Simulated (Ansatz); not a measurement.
The reference is HgTe in the zinc blende structure (space group F-43m, No. 216; a = 6.573 Å).

Now apply this change: full substitution Hg → Cd, then cell and atoms are relaxed.

Levels (all Ansatz, a program for electronic structure, PAW): r2SCAN (500 eV, without spin-orbit coupling); HSE06 (420 eV, no spin-orbit coupling).

The geometry is relaxed with r2SCAN.

| Property | Result |
|---|---|
| r2SCAN band gap | 1.17 eV |

Q: How does going to HSE06 change the band gap?

A: The band gap rises by 0.35 eV (1.17 eV → 1.52 eV).

Single points use the geometry relaxed with r2SCAN. With Te present, leaving out spin-orbit coupling can change the band edges. Stability against distortions was not tested. The final runs are not spin-polarised.
